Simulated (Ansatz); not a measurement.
**HgTe (P3₂21, No. 154, 6 atoms in the cell; start mp-1071269; a measured phase of this formula has another space group)**

Level of theory: PBE0 in Ansatz (PAW).

Settings: plane-wave cutoff 460 eV, 6×6×2 k mesh (along the axes of the cell as run), Fermi–Dirac smearing 0.01 eV, scalar-relativistic PAW data made under PBE.

Cell (relaxed with PBEsol):

```
HgTe
1.0
    4.51281     0.00000     0.00000
   -2.25640     3.90821     0.00000
    0.00000     0.00000    10.15607
Hg Te
3 3
Cartesian
  1.45262   2.51601   0.00000
  1.60757   0.00000   6.77071
 -0.80379   1.39220   3.38536
  1.22115   2.11509   5.07804
  2.07051   0.00000   1.69268
 -1.03525   1.79311   8.46339
```

```
Property                                                          Result
-------------------------------------------  ---------------------------
band gap                                     1.34 eV (on the SCF k mesh)
smallest direct gap on the k points sampled                      1.59 eV
```

Note: cell and atoms aren't relaxed at this level (largest force component 0.18 eV/Å, pressure 1.7 GPa).

Spin–orbit coupling is not included; with these elements it can move the gap by several tenths of an eV or more.

Static lattice: no zero-point or thermal effects.

The result took around 4 core-minutes (rough).

A start named mp-… is a Materials Project structure, which need not be a measured phase.

Ansatz is a program for electronic structure.
